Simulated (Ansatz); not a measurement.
The starting structures come from a database of crystals and need not be the phases stable at ambient conditions.

## Evanescent states of In2O3 (R-3c, corundum, not sure to be the ambient phase, 10 atoms a cell, 12.8 Å³ an atom) along the normal of (100)

Computed with r2SCAN (plane waves, PAW; Ansatz, a program for electronic structure).

The gap is the functional's own. No spin-orbit coupling. Mid-gap values are interpolated on the energy grid.

Energies count from the valence-band top; κ is the least over a 6×2 mesh across the current.

| E (eV) | κ (1/Å) | where |
|---|---|---|
| 0.05 | 0.099 | off Γ |
| 0.15 | 0.138 | off Γ |
| 0.25 | 0.163 | off Γ |
| 0.35 | 0.179 | Γ |
| 0.45 | [?] | Γ |
| 0.55 | [?] | Γ |
| 0.65 | [?] | Γ |
| 0.75 | [?] | Γ |
| 0.85 | [?] | Γ |
| 0.95 | [?] | Γ |
| 1.05 | [?] | Γ |
| 1.15 | [?] | Γ |
| 1.25 | [?] | Γ |
| 1.35 | [?] | Γ |
| 1.45 | 0.115 | Γ |
| 1.55 | 0.097 | Γ |
| 1.65 | 0.072 | Γ |
| 1.75 | 0.024 | Γ |

Problem. Complete the blanks.

Solution. 
- 0.45, κ (1/Å): 0.178
- 0.55, κ (1/Å): 0.177
- 0.65, κ (1/Å): 0.175
- 0.75, κ (1/Å): 0.173
- 0.85, κ (1/Å): 0.169
- 0.95, κ (1/Å): 0.164
- 1.05, κ (1/Å): 0.158
- 1.15, κ (1/Å): 0.150
- 1.25, κ (1/Å): 0.141
- 1.35, κ (1/Å): 0.129
